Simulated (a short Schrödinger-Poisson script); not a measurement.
Stack: MOS inversion layer, SiO2 on p-type Si(110), at 150 K.

From the gate side: 3.2 nm SiO2; 1200 nm Si, acceptors 1.3e17 cm⁻³.

Constants are typed, rounded textbook-type inputs, not results; the design itself was drawn at random and stands for no fabricated device. SiO2: permittivity 3.9, conduction-band edge (eV) 3.15, gap (eV) 9, electron mass (mₑ) 0.5. Si: permittivity 11.7, conduction-band edge (eV) 0, gap (eV) 1.124, Nv at 300 K (cm⁻³) 3.1e19.

Channel valleys (confinement mass, in-plane density-of-states mass, number): Δ4 0.315, 0.324, 4; Δ2 0.19, 0.417, 2. At the gate the conduction-band edge of layer 1 lies 3.28 eV − eVg above the Fermi level of the channel; the field vanishes at the back. Gaps are held at their typed values at every temperature. Mesh 0.03 nm at interfaces.

Solved with a short Schrödinger-Poisson script written for these runs: 1D Poisson equation in equilibrium, electrons quantum, Hartree (BenDaniel-Duke, 12 states a valley, the channel's in-plane mass for all, wave functions free to enter the dielectric), parabolic valleys, classical holes, full ionisation, no traps, pinning or gate leakage.

| Vg (V) | electrons (cm⁻²) | C (μF/cm²) | Δ4 E0 (meV from the Fermi level) | Δ2 E0 (meV from the Fermi level) |
|---|---|---|---|---|
| 0.3 | 2.43e9 | 0.117 | 105.9 | 118.3 |
| 0.45 | 4.27e11 | 0.776 | 38.6 | 51.9 |
| 0.6 | 1.20e12 | 0.868 | 24.5 | 38.9 |
| 0.75 | 2.03e12 | 0.900 | 16.9 | 32.5 |
| 0.9 | 2.88e12 | 0.918 | 11.6 | 28.2 |
| 1.05 | 3.75e12 | 0.930 | 7.4 | 25.0 |
| 1.2 | 4.63e12 | 0.940 | 3.9 | 22.4 |
| 1.35 | 5.51e12 | 0.948 | 0.8 | 20.2 |
| 1.5 | 6.40e12 | 0.954 | -2.0 | 18.2 |
| 1.65 | 7.30e12 | 0.960 | -4.5 | 16.5 |
| 1.8 | 8.20e12 | 0.964 | -6.9 | 14.9 |
| 1.95 | 9.11e12 | 0.968 | -9.1 | 13.4 |
| 2.1 | 1.00e13 | 0.972 | -11.2 | 11.9 |
| 2.25 | 1.09e13 | 0.975 | -13.2 | 10.6 |
| 2.4 | 1.18e13 | 0.978 | -15.1 | 9.3 |
| 2.55 | 1.28e13 | 0.980 | -16.9 | 8.1 |

Gate voltages with under 1e9 electrons/cm² are left out.

At Vg = 2.55 V the lowest Δ4 subband lies at -16.9 meV from the Fermi level. How many electrons does it hold, and what share of all?

The two-dimensional density of states is g m/(πħ²) = 5.41e11 cm⁻² meV⁻¹ (both spins), kT = 12.9 meV, so n = D kT ln(1 + exp(−E/kT)) = 1.08e13 cm⁻², 0.85 of the 1.28e13 cm⁻² in all.

Compare the slope of the sheet density between 2.25 and 2.55 V with the geometric capacitance of the layers between gate and channel.

q Δn/ΔV = 1.01 μF/cm²; ε0/Σ(t/ε) = 1.08 μF/cm². The ratio is 0.94: the channel acts as a further capacitance in series.
